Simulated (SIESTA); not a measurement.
SIESTA run on CoH (Fm-3m, 2 atoms in the cell): self-consistent single point

Method of the run: GGA PBEsol, numerical atomic orbitals DZP, PseudoDojo PBEsol standard norm-conserving potentials (rewritten from UPF to PSML) (SIESTA).

The input file:

```
# files in the folder: Co.psml H.psml (PseudoDojo PBEsol standard)
SystemName  CoH
SystemLabel coh

NumberOfAtoms                2
NumberOfSpecies              2
%block ChemicalSpeciesLabel
  1 27 Co
  2 1 H
%endblock ChemicalSpeciesLabel
LatticeConstant              1.0 Ang
%block LatticeVectors
     0.000000000    1.842960000    1.842960000
     1.842960000    0.000000000    1.842960000
     1.842960000    1.842960000    0.000000000
%endblock LatticeVectors
AtomicCoordinatesFormat      Ang
%block AtomicCoordinatesAndAtomicSpecies
     0.000000000    0.000000000    0.000000000  1
     1.842960000    1.842960000    1.842960000  2
%endblock AtomicCoordinatesAndAtomicSpecies

XC.functional                GGA
XC.authors                   PBEsol
PAO.BasisSize                DZP
PAO.EnergyShift              0.005 Ry
MeshCutoff                   300 Ry
%block kgrid.MonkhorstPack
   15   0   0  0.0
    0  15   0  0.0
    0   0  15  0.0
%endblock kgrid.MonkhorstPack
OccupationFunction           MP
OccupationMPOrder            0
ElectronicTemperature        200.0 meV
Spin                         polarized
%block DM.InitSpin
  1 +3.00
  2 +0.00
%endblock DM.InitSpin

MaxSCFIterations             150
SCF.Mixer.Method             Pulay
SCF.Mixer.Weight             0.1
SCF.Mixer.History            8
SCF.DM.Tolerance             1.0E-04
Diag.ParallelOverK           true
WriteForces                  true
Charge.Mulliken              end
```

Log, with long lists cut:

```
reinit: Reading from file input.fdf

reinit: System Name: CoH
reinit: System Label: coh

NOTE on units for spin output:
{S} is the spin magnetic moment, in units of the Bohr magneton,
assuming a g-factor for the electron spin of exactly 2.
The spin magnetic moment is then numerically equal to the charge inbalance,
in units of electrons, between the spin-up and -down channels.

coor:   Atomic-coordinates input format  =     Cartesian coordinates
coor:                                          (in Angstroms)

siesta: Atomic coordinates (Bohr) and species
siesta:      0.00000   0.00000   0.00000  1        1
siesta:      3.48269   3.48269   3.48269  2        2

siesta: System type = bulk

initatomlists: Number of atoms, orbitals, and projectors:      2    24    23

siesta: ******************** Simulation parameters ****************************
redata: Spin configuration                          = collinear
redata: Time-Reversal Symmetry                      = T
redata: Number of Atomic Species                    =        2
redata: Mesh Cutoff                                 =   300.0000 Ry
redata: Net charge of the system                    =     0.0000 |e|
redata: Min. number of SCF Iter                     =        0
redata: Max. number of SCF Iter                     =      150
redata: SCF convergence failure will abort job
redata: SCF mix quantity                            = Hamiltonian
redata: Mix DM or H after convergence               =   F
redata: Recompute H after scf cycle                 =   F
redata: Mix DM in first SCF step                    =   T
redata: No kicks to SCF
redata: DM Mixing Weight for Kicks                  =     0.5000
redata: Require Harris convergence for SCF          =   F
redata: Harris energy tolerance for SCF             =     0.000100 eV
redata: Require DM convergence for SCF              =   T
redata: DM tolerance for SCF                        =     0.000100
   [... lines left out ...]
diag: Used triangular part                          = Lower
diag: Absolute tolerance                            =  0.100E-15
diag: Orthogonalization factor                      =  0.100E-05
diag: Memory factor                                 =  1.0000

superc: Internal auxiliary supercell:     9 x     9 x     9  =     729
superc: Number of atoms, orbitals, and projectors:   1458  17496  16767

                        Single-point calculation

superc: Internal auxiliary supercell:     9 x     9 x     9  =     729
superc: Number of atoms, orbitals, and projectors:   1458  17496  16767

outcell: Unit cell vectors (Ang):
        0.000000    1.842960    1.842960
        1.842960    0.000000    1.842960
        1.842960    1.842960    0.000000

outcell: Cell vector modules (Ang)   :    2.606339    2.606339    2.606339
outcell: Cell angles (23,13,12) (deg):     60.0000     60.0000     60.0000
outcell: Cell volume (Ang**3)        :     12.5192
new_DM -- step:     1
Initializing Density Matrix...

Attempting to read DM from file... Failed...
DM filled with atomic data (user-defined):

InitMesh: MESH = 24 x 24 x 24 = 13824
InitMesh: Mesh cutoff (required, used) =   300.000   351.523 Ry

stepf: Methfessel-Paxton step function
       Using Hermite-Gauss polynomials of order  0
        iscf     Eharris(eV)        E_KS(eV)     FreeEng(eV)     dDmax    Ef(eV) dHmax(eV)
   scf:    1    -4157.039887    -4171.197055    -4171.214222  0.567448 -2.892599 10.725677
     spin moment: {S} , |S| = {        0.0        0.0    1.76454 }     1.76454
   scf:    2    -4173.860913    -4172.628807    -4172.647884  0.075589 -3.555702  7.264289
     spin moment: {S} , |S| = {        0.0        0.0    1.70595 }     1.70595
   scf:    3    -4174.169473    -4173.800915    -4173.822672  0.139149 -4.920978  0.584002
     spin moment: {S} , |S| = {        0.0        0.0    1.55356 }     1.55356
   scf:    4    -4173.898492    -4173.848234    -4173.870890  0.056971 -4.933460  1.015331
     spin moment: {S} , |S| = {        0.0        0.0    1.30629 }     1.30629
   scf:    5    -4173.883036    -4173.870645    -4173.894941  0.017600 -5.123054  0.200047
     spin moment: {S} , |S| = {        0.0        0.0    1.24918 }     1.24918
   scf:    6    -4173.877460    -4173.873738    -4173.899145  0.025581 -5.237681  0.160171
   [... lines left out ...]
   scf:    8    -4173.874933    -4173.874394    -4173.899867  0.004290 -5.215305  0.015309
     spin moment: {S} , |S| = {        0.0        0.0    1.17512 }     1.17512
   scf:    9    -4173.874192    -4173.874254    -4173.899860  0.002531 -5.217694  0.034423
     spin moment: {S} , |S| = {        0.0        0.0    1.15803 }     1.15803
   scf:   10    -4173.874284    -4173.874274    -4173.899886  0.000600 -5.221357  0.010986
     spin moment: {S} , |S| = {        0.0        0.0    1.15884 }     1.15884
   scf:   11    -4173.874477    -4173.874359    -4173.899902  0.001490 -5.216698  0.002567
     spin moment: {S} , |S| = {        0.0        0.0    1.16856 }     1.16856
   scf:   12    -4173.874327    -4173.874343    -4173.899905  0.000233 -5.218109  0.001478
     spin moment: {S} , |S| = {        0.0        0.0    1.16670 }     1.16670
   scf:   13    -4173.874329    -4173.874336    -4173.899905  0.000094 -5.218390  0.000200
     spin moment: {S} , |S| = {        0.0        0.0    1.16589 }     1.16589
SCF Convergence by DM+H criterion
max |DM_out - DM_in|         :     0.0000938554
max |H_out - H_in|      (eV) :     0.0001998627
SCF cycle converged after 13 iterations

Using DM_out to compute the final energy and forces

siesta: E_KS(eV) =            -4173.8743

siesta: E_KS - E_eggbox =     -4173.8743

siesta: Atomic forces (eV/Ang):
     1    0.000000    0.000000   -0.000000
     2   -0.000000    0.000000    0.000000
   Tot    0.000000    0.000000    0.000000
   Max    0.000000
   Res    0.000000    sqrt( Sum f_i^2 / 3N )
   Max    0.000000    constrained

Stress tensor Voigt[x,y,z,yz,xz,xy] (kbar):      106.52      106.52      106.52       -0.70       -0.70       -0.70
(Free)E + p*V (eV/cell)    -4174.7322
Target enthalpy (eV/cell)    -4173.8999

siesta: Program's energy decomposition (eV):
siesta: Ebs     =      -665.663084
siesta: Eions   =      5129.306673
siesta: Ena     =       361.327782
siesta: Ekin    =      1867.720355
siesta: Enl     =      -523.620322
siesta: Eso     =         0.000000
siesta: Edftu   =         0.000000
siesta: DEna    =        17.565488
siesta: DUscf   =         0.363964
siesta: DUext   =         0.000000
siesta: Ex      =      -728.125038
siesta: Ec      =       -39.799892
siesta: Exc     =      -767.924930
siesta: Eharris =     -4173.874329
siesta: Etot    =     -4173.874336
siesta: FreeEng =     -4173.899905

siesta: Stress tensor (static) (eV/Ang**3):
siesta:     0.066485   -0.000436   -0.000436
siesta:    -0.000436    0.066485   -0.000436
siesta:    -0.000436   -0.000436    0.066485

siesta: Cell volume =         12.519233 Ang**3

siesta: Pressure (static):
siesta:                Solid            Molecule  Units
siesta:          -0.00072411         -0.00072411  Ry/Bohr**3
siesta:          -0.06648500         -0.06648500  eV/Ang**3
siesta:        -106.52072047       -106.52072047  kBar

mulliken: Atomic and Orbital Populations:

mulliken: Spin UP

Species: Co
Atom  Qatom  Qorb
               3s      4s      4s      3py     3pz     3px     4py     4pz
               4px     3dxy    3dyz    3dz2    3dxz    3dx2-y2 3dxy    3dyz
               3dz2    3dxz    3dx2-y2
   1  8.895   0.971  -0.030   0.057   0.995   0.995   0.995   0.152   0.152
              0.152   0.989   0.989   0.939   0.989   0.939  -0.080  -0.080

             -0.075  -0.080  -0.075

Species: H
Atom  Qatom  Qorb
               1s      1s      2Ppy    2Ppz    2Ppx
   2  0.688   0.427   0.154   0.036   0.036   0.036

mulliken: Qtot =        9.583

mulliken: Spin DOWN

Species: Co
Atom  Qatom  Qorb
               3s      4s      4s      3py     3pz     3px     4py     4pz
               4px     3dxy    3dyz    3dz2    3dxz    3dx2-y2 3dxy    3dyz
               3dz2    3dxz    3dx2-y2
   1  7.677   0.968   0.003   0.037   0.995   0.995   0.995   0.155   0.155
              0.155   0.732   0.732   0.787   0.732   0.787  -0.116  -0.116

             -0.102  -0.116  -0.102

Species: H
Atom  Qatom  Qorb
               1s      1s      2Ppy    2Ppz    2Ppx
   2  0.740   0.457   0.152   0.044   0.044   0.044

mulliken: Qtot =        8.417

Mulliken Atomic Populations:
Atom #   charge [q] valence [e]      Sz [e]  Species
     1     0.428388   16.571612    1.217745  Co
     2    -0.428388    1.428388   -0.051859  H
 Total    -0.000000                1.165886
```

The run converged in 13 iterations.

The starting cell comes from a database of computed structures (which also holds hypothetical and non-ambient phases and stackings), without a prior relaxation at this level. With one magnetic atom in the cell only a parallel order is possible. Values carry the incompleteness of an atom-centred basis. With a pressure of about -11 GPa the cell is away from its equilibrium volume at this level.

Cost on one core of a shared machine: roughly 3 min.
